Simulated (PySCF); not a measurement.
PySCF 2.14.0, PBE/def2-svp, df: Ta(Br)2(OH)3 ([OH][Ta]([OH])([OH])([Br])[Br]), 9 atoms. The geometry is a generated start, not checked to be a minimum at this level.

```
Quantity                                             Value
-------------------------  -------------------------------
task                                                energy
method                                                 pbe
basis                                             def2-svp
two-electron scheme                        density fitting
mol.max_memory                                     3000 MB
mf.max_cycle                                           100
mf.conv_tol                                1e-09 (default)
mf.grids.level                                 3 (default)
effective core potentials  those of the basis set, past Kr
basis functions                                        153
grid points                                         136528
```

```xyz
9

Ta     0.0015    -0.0354     0.0065
Br     1.7911    -0.5719     1.7249
Br    -1.8207     0.3227    -1.7344
O      0.1908     1.7320     0.2612
H      0.2812     2.6811     0.3754
O      1.0357    -0.7704    -1.2587
H      1.6006    -1.1435    -1.9387
O     -1.2003    -0.8924     1.0206
H     -1.8800    -1.3222     1.5430
```

Charge 0 and multiplicity 1 are set for this test and not shown to be the ground state.

With the defaults (mf.DIIS = CDIIS, mf.diis = true, mf.init_guess = minao, mf.damp = 0, mf.diis_start_cycle = 1, mf.diis_space = 8, mf.diis_damp = 0, mf.level_shift = 0) it converges in 16 Fock builds. One run each on 2 threads, 1 BLAS thread, with these changes:
- mf.level_shift = 0.3 Hartree
- mf.diis_space = 12
- mf.diis_damp = 0.3
- mf.damp = 0.7, mf.diis_start_cycle = 8
- mf.init_guess = 1e
- mf.DIIS = EDIIS
- mf.diis = false
- mf.init_guess = huckel
- mf.DIIS = ADIIS

Problem. Name the settings that don't reach the solution of the defaults.

Solution. No convergence: mf.DIIS = EDIIS; mf.diis = false (the run ends without SCF convergence in 100 cycles). The rest reach the solution of the defaults.

```
setting                                 Fock builds             end
--------------------------------------  -----------  --------------
mf.diis_damp = 0.3                               14   same solution
the defaults                                     16   same solution
mf.damp = 0.7, mf.diis_start_cycle = 8           16   same solution
mf.diis_space = 12                               16   same solution
mf.level_shift = 0.3 Hartree                     16   same solution
mf.init_guess = huckel                           17   same solution
mf.init_guess = 1e                               34   same solution
mf.DIIS = ADIIS                                  34   same solution
mf.DIIS = EDIIS                                 101  no convergence
mf.diis = false                                 101  no convergence
```
